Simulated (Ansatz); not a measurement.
Data:

```yaml
crystal:
  lattice:
    - [4.33999, 0.00000, 0.00000]
    - [-2.17000, 3.75854, 0.00000]
    - [0.00000, 0.00000, 7.45175]
  atoms:
    - { symbol: Cd, position: [0.66667, 0.33333, 0.99623] }
    - { symbol: Cd, position: [0.33333, 0.66667, 0.49623] }
    - { symbol: Se, position: [0.66667, 0.33333, 0.62897] }
    - { symbol: Se, position: [0.33333, 0.66667, 0.12897] }
```

No spin polarisation.

Computed with r2SCAN (Ansatz, a program for electronic structure, PAW, scalar-relativistic without spin-orbit coupling). Γ-centred 9×9×5 mesh, Fermi–Dirac width 0.05 eV.

Problem. What electron mass does the calculation give?

Solution. 0.086 mₑ along z, 0.093 mₑ across (at Γ).

Problem. Estimate the gap character.

Solution. Direct at Γ.

Problem. What width of the top valence band does the calculation give?

Solution. 1.61 eV.

Problem. What is the computed valence-band top at Γ (three highest levels, from the VBM)?

Solution. 0.00, 0.00, -0.26 eV.

The cells carry an imposed strain or load. Effective masses come from finite differences of ±0.01 Å⁻¹. No phonon test of stability was made. The cell was made from CdSe in the wurtzite structure (space group P6_3mc, No. 186) by this change: uniaxial strain ε_zz = +5.28 %.
